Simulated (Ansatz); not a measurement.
Here is the system:

```yaml
crystal:
  lattice:
    - [3.78480, 0.00000, 0.00000]
    - [0.00000, 3.78480, 0.00000]
    - [0.00000, 0.00000, 3.78480]
  atoms:
    - { symbol: Sr, position: [0.00000, 0.00000, 0.00000] }
    - { symbol: Ti, position: [0.50000, 0.50000, 0.50000] }
    - { symbol: O, position: [0.50000, 0.00000, 0.50000] }
    - { symbol: O, position: [0.00000, 0.50000, 0.50000] }
    - { symbol: O, position: [0.50000, 0.50000, 0.00000] }
```

No spin polarisation.

Computed with DFT with LDA, PAW potentials and a 420 eV plane-wave cutoff in Ansatz (an electronic-structure program), scalar-relativistic without spin-orbit coupling. k-mesh 9×9×9 (Γ-centred); smearing 0.05 eV (Fermi–Dirac).

Problem. Predict the width of the top valence band, band gap, gap character and smallest direct gap.

Solution. Width of the top valence band: 1.16 eV
Band gap: 1.94 eV
Gap character: indirect, R → Γ
Smallest direct gap: 2.21 eV

The cells carry an imposed strain or load. No phonon test of stability was made. All final runs are without spin polarisation. The cell was made from SrTiO3 in the cubic perovskite structure (space group Pm-3m, No. 221) by this change: isotropic strain −1.80 %. Many cubic perovskites are stable only at high temperature; tilts and polar distortions were not tested.
